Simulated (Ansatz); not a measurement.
End structure of Pt on the 1x1 (111) surface of fcc Ag, one in a 2x2 cell, started at the site 'hollow Ag-Ag-Ag over Ag at depth 4.7 Å':

```yaml
crystal:
  lattice:
    - [5.86677, 0.00000, 0.00000]
    - [-2.93338, 5.08077, 0.00000]
    - [0.00000, 0.00000, 26.50000]
  atoms:
    - { symbol: Ag, position: [0.16667, 0.33333, 0.36572] }
    - { symbol: Ag, position: [0.16667, 0.83333, 0.36572] }
    - { symbol: Ag, position: [0.66667, 0.33333, 0.36572] }
    - { symbol: Ag, position: [0.66667, 0.83333, 0.36572] }
    - { symbol: Ag, position: [0.33333, 0.16667, 0.45551] }
    - { symbol: Ag, position: [0.33333, 0.66667, 0.45551] }
    - { symbol: Ag, position: [0.83333, 0.16667, 0.45551] }
    - { symbol: Ag, position: [0.83333, 0.66667, 0.45551] }
    - { symbol: Ag, position: [0.99791, 0.99896, 0.54488] }
    - { symbol: Ag, position: [0.00000, 0.50000, 0.54470] }
    - { symbol: Ag, position: [0.50104, 0.99896, 0.54488] }
    - { symbol: Ag, position: [0.50104, 0.50209, 0.54488] }
    - { symbol: Ag, position: [0.16177, 0.33823, 0.63361] }
    - { symbol: Ag, position: [0.16177, 0.82353, 0.63361] }
    - { symbol: Ag, position: [0.67647, 0.33823, 0.63361] }
    - { symbol: Ag, position: [0.66667, 0.83333, 0.63780] }
    - { symbol: Pt, position: [0.33333, 0.16667, 0.70782] }
```

Set-up: 17 atoms, 7.1 Å thick at the start under the adsorbate (thin: gaps and levels are the slab's own); mesh 6x6x1; 0.1 eV smearing; dipole correction on; 8 atoms held, the rest relaxed; held to the start's symmetry, so lower structures may exist; spin-polarised, no spin-orbit, no U, no dispersion correction. The starting moment vanished. At the end it is bonded to 3 Ag. In PBE it is, or lies within 0.03 eV of, the lowest of the starts that converged.

A negative adsorption energy means that the adsorbate is more stable on the surface than in its reference.

Question: Predict the work function of the top face from PBE in Ansatz (a program for electronic structure).

Answer: 4.81 eV

Question: What is the computed change of the work function (PBE)?

Answer: 0.36 eV

Question: Estimate the change of the step from the bottom to the top vacuum level, against the clean slab that PBE returns for this input.

Answer: 0.42 eV

Question: Predict the adsorption energy against an atom of fcc Pt from PBE.

Answer: 1.92 eV
